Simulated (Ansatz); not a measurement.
The reference is MoSi2 (space group I4/mmm, No. 139; relaxed with 0.1 eV smearing).

```xyz
3
Lattice="-1.5950 1.5950 3.9110 1.5950 -1.5950 3.9110 1.5950 1.5950 -3.9110" Properties=species:S:1:pos:R:3 pbc="T T T"
Si     0.0000     0.0000     5.2012
Si     0.0000     0.0000     2.6208
Mo     0.0000     0.0000     0.0000
```

Cartesian axes are those of the cell as printed.

Level of theory: PBEsol/PAW in Ansatz (an electronic-structure program), no spin-orbit coupling.

One thing is altered: the cell is stretched by 1.50 % along x with no lateral relaxation; the atoms relax in the strained cell.

Predict the stress tensor and what it implies for the stiffness.

Stress of the strained cell less that of the base (GPa, compression positive):
```
   -5.9     0.0     0.0
    0.0    -1.8     0.0
    0.0     0.0    -1.4
```

Then −Δσ_ii/ε with ε = 0.0150 gives secant stiffness values (nonlinear terms included at this strain): C11 ≈ 396 GPa, C12 ≈ 117 GPa and C13 ≈ 92 GPa.

Whether these cells are dynamically stable was not tested. The final runs are not spin-polarised.
